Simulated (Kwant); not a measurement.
Model system: Aharonov-Bohm ring in a GaAs two-dimensional gas. Effective mass 0.067 mₑ, grid spacing 12 nm, hard walls, nominal width 150 nm (13 grid rows, so walls 168 nm apart), one parabolic valley, scattering region 950 nm long along x; energies count from the band bottom; Fermi energy 0.000888 eV. Ring of mean radius 250 nm, arms as wide as the leads. Perpendicular field swept from 0 to 0.13 T, none in the leads; orbital effect alone.

Constants are typed, rounded textbook-type inputs, not results; the design itself was drawn at random and stands for no fabricated device.

Model: effective-mass tight-binding model on a square grid, one spin, coherent transport at 0 K (Kwant). Conductance is in e²/h.

Density of the scattering states that come in from the left lead, at field = 0.032135 T, in bins, relative to the largest site value (x marks bins outside the device):

```
|xxxxxxxxxxxxxxxx011223443210xxxxxxxxxxxxxxxx|
|xxxxxxxxxxxxxx0133344678875310xxxxxxxxxxxxxx|
|xxxxxxxxxxx0013432111111222222100xxxxxxxxxxx|
|xxxxxxxxxx001231002688753210013310xxxxxxxxxx|
|xxxxxxxxx00000002356666557752013310xxxxxxxxx|
|xxxxxxxxx00000122110xxxx01344100220xxxxxxxxx|
|xxxxxxx0000001110xxxxxxxxxx1121001000xxxxxxx|
|xxxxxxx000000000xxxxxxxxxxxx011100000xxxxxxx|
|111110000000000xxxxxxxxxxxxxx001000000000000|
|23333100000000xxxxxxxxxxxxxxxx00000000000000|
|11111000100000xxxxxxxxxxxxxxxx00000000000000|
|11122101100000xxxxxxxxxxxxxxxx00000000000000|
|23333100000000xxxxxxxxxxxxxxxx00000000000000|
|111110000000000xxxxxxxxxxxxxx001000000000000|
|xxxxxxx000000100xxxxxxxxxxxx011100000xxxxxxx|
|xxxxxxx0000001210xxxxxxxxxx1221001000xxxxxxx|
|xxxxxxxxx00000122110xxxx02354100220xxxxxxxxx|
|xxxxxxxxx00011002457777667752013310xxxxxxxxx|
|xxxxxxxxxx002332003689864210024310xxxxxxxxxx|
|xxxxxxxxxxx0123432111112222232110xxxxxxxxxxx|
|xxxxxxxxxxxxxx0133345799975310xxxxxxxxxxxxxx|
|xxxxxxxxxxxxxxxx011234544210xxxxxxxxxxxxxxxx|
```
Scale: ten equal steps from 0.001 (start of '0') to 0.835 (end of '9'), in the order '0123456789'; x runs from -457 to 457, y from -309 (bottom) to 309 (top).

The conductance there is 0.69 e²/h with 2 open channel(s) in the leads.
